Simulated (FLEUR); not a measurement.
Input and output of a self-consistent single point for LiAu3 (I4/mmm, 4 atoms in the cell) (FLEUR).

Computed with PBEsol, all-electron FLAPW (FLEUR), scalar-relativistic valence.

The change in words: lattice scaled by 0.98. Reference geometry:
```
LiAu3
1.0
   -1.98439     1.98439     4.17387
    1.98439    -1.98439     4.17387
    1.98439     1.98439    -4.17387
Li Au
1 3
Direct
  0.00000   0.00000   0.00000
  0.75000   0.25000   0.50000
  0.25000   0.75000   0.50000
  0.50000   0.50000   0.00000
```

Reference input (self-consistent single point, DFT, PBEsol, all-electron FLAPW (FLEUR), scalar-relativistic valence): Kmax = 4.6 1/bohr; GmaxXC = 16.1 1/bohr; xcFunctional = PBEs; jspins = 1; l_soc = F; mode = hist; fermiSmearingEnergy = 0.00367493 Htr; mesh (inpgen div1-3) = 10 10 10; inpgen gamma flag = true; Gmax = 16.1 1/bohr; numbands = 0; maxIterBroyd = 15. This run's input differs from it in these lines:

```diff
@@ -3,6 +3,6 @@
 &input film=f /
--0.3945422335 0.3945422335 0.8298631526
-0.3945422335 -0.3945422335 0.8298631526
-0.3945422335 0.3945422335 -0.8298631526
-9.5045444002
+-0.3945421650 0.3945421650 0.8298632177
+0.3945421650 -0.3945421650 0.8298632177
+0.3945421650 0.3945421650 -0.8298632177
+9.3144536921
 1.0 1.0 1.0
@@ -46,5 +46,5 @@
          <bravaisMatrix>
-            <row-1>   -3.7499441760548260     3.7499441760548260     7.8874711799766484</row-1>
-            <row-2>    3.7499441760548260    -3.7499441760548260     7.8874711799766484</row-2>
-            <row-3>    3.7499441760548260     3.7499441760548260    -7.8874711799766484</row-3>
+            <row-1>   -3.6749447254733778     3.6749447254733778     7.7297225120437520</row-1>
+            <row-2>    3.6749447254733778    -3.6749447254733778     7.7297225120437520</row-2>
+            <row-3>    3.6749447254733778     3.6749447254733778    -7.7297225120437520</row-3>
          </bravaisMatrix>
```

The program printed (abridged):

```
 Iteration:     1   Distance:      18.99547754 me/bohr^3
 Iteration:     2   Distance:      16.69616311 me/bohr^3
 Iteration:     3   Distance:       6.92321817 me/bohr^3
 Iteration:     4   Distance:       3.24940702 me/bohr^3
 Iteration:     5   Distance:       2.22541473 me/bohr^3
   [... 10 lines left out ...]
 Iteration:    16   Distance:       0.00008436 me/bohr^3
 Iteration:    17   Distance:       0.00003593 me/bohr^3
 Iteration:    18   Distance:       0.00001449 me/bohr^3
 Iteration:    19   Distance:       0.00000509 me/bohr^3
 Run finished successfully
 Stop message:
   Structural relaxation: Done

[file out, last iteration]
             iter=     20
[...]
          total density-effective poten   -1.0076917394E+05
          total charge density-energy d   -1.0825501308E+03
 Updated energy parameters for spin:           1
[...]
 fermi energy and band-weighting factors:

[...]
FERMIE:
          first approx. to ef    (T=0)  :   0.399784 htr   (energy of the highest occ. eigenvalue)
          number of occ. states  (T=0)  :       2651
          first approx. to seigv (T=0)  : -22.356818 htr
          sum of weights of occ. states :  26.007000
          sum of semicore charge        :   0.000000 e
FERHIS:  Fermi-Energy by histogram:
          bandgap                     :   0.001233 htr
   [... lines left out ...]
          charge neutrality (T=0)     :   0.014000    (zero if the highest occ. eigenvalue is "entirely" occupied)
     EF_NEWTON:  Adjust Fermi-Energy by Newton-Method.
 Direct bandgap for spin            1 :    8.0238441831442797E-003  Htr
 ---->    free energy=                    -57135.5158061114 htr
   [... lines left out ...]
 TOTAL FORCE FOR ATOM TYPE=  1  X=  0.000   Y=  0.000   Z=  0.000
                       FX_TOT= 0.000000 FY_TOT= 0.000000 FZ_TOT= 0.000000
 TOTAL FORCE FOR ATOM TYPE=  2  X=  3.675   Y=  0.000   Z= -3.865
                       FX_TOT= 0.000000 FY_TOT= 0.000000 FZ_TOT= 0.000000
 TOTAL FORCE FOR ATOM TYPE=  3  X=  0.000   Y=  0.000   Z=  7.730
                       FX_TOT= 0.000000 FY_TOT= 0.000000 FZ_TOT= 0.000000
 Structural relaxation: Done
```

The run converged in 19 iterations. FLEUR gives forces in its relaxation mode, with a further iteration, so its stop message speaks of a relaxation. Against the reference run the free energy goes up by 4.8 meV/atom.

The starting cell comes from a database of computed structures (which also holds hypothetical and non-ambient phases and stackings), without a prior relaxation at this level. For this run, on top of that: lattice scaled by 0.98. Spin-orbit coupling is off. Values depend on the basis (sphere radii, cutoffs, local orbitals), which need not be converged. The log's line on a gap gives a spacing of levels on this mesh, which the program prints for metals too.

Cost on one core of a shared machine: roughly 7 min.
